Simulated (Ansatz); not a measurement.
# Effect of uniaxial stress, 5 GPa compression along z on SiC

The parent structure is SiC (space group P6_3mc, No. 186; a = 3.0778 Å, c = 10.0773 Å). Axes: x lies along a and z along c of the hexagonal cell.

Perturbation: uniaxial stress, 5 GPa compression along z; all other stress components relax to zero.

Method: Kohn–Sham DFT with the r2SCAN functional, run in Ansatz (a first-principles code) with PAW and 500 eV plane waves, scalar-relativistic without spin-orbit coupling, earlier PAW set. Settings: 12×12×4 k-points, 0.05 eV Fermi–Dirac smearing.

The space group remains P6_3mc (No. 186) and the shortest interatomic distance falls by 0.006 Å (1.883 Å → 1.877 Å). The energy goes up by 1.4 meV/atom and the band gap goes up by 0.02 eV to 2.62 eV. The gap character remains indirect, Γ → M and the smallest direct gap increases by 0.03 eV (3.78 eV → 3.81 eV). The width of the top valence band stays essentially unchanged (2.56 eV against 2.54 eV) and the hole mass amounts to 0.20 mₑ along z, 2.3 mₑ across (at Γ). The valence-band top at Γ (three highest levels, from the VBM) changes from 0.00, 0.00, -0.05 eV to 0.00, -0.04, -0.04 eV and the valley order (the lowest conduction-band minima on the path, energy above the VBM, named in the base's zone) goes from M (1/2, 0, 0) 2.60 eV; H (1/3, 1/3, 1/2) 3.67 eV to M (1/2, 0, 0) 2.62 eV; H (1/3, 1/3, 1/2) 3.71 eV. The strain response (xx, yy, zz) is (+0.07, +0.07, −0.87) % and the secant Young's modulus along z is 580 GPa. The mean lateral Poisson ratio is 0.09.

Final structure:

```
CELL_PARAMETERS angstrom
      3.08004     0.00000     0.00000
     -1.54002     2.66739     0.00000
      0.00000     0.00000     9.98969
ATOMIC_POSITIONS crystal
  Si 0.00000 0.00000 0.00056
  Si 0.00000 0.00000 0.50056
  Si 0.66667 0.33333 0.75045
  Si 0.33333 0.66667 0.25045
  C  0.00000 0.00000 0.81265
  C  0.00000 0.00000 0.31265
  C  0.66667 0.33333 0.56196
  C  0.33333 0.66667 0.06196
```

Cost of the whole job for the changed cell (relaxation, final SCF and bands): very roughly 2.1 core-minutes.

Effective masses come from finite differences of ±0.01 Å⁻¹. Stability under load was not tested beyond the relaxation.
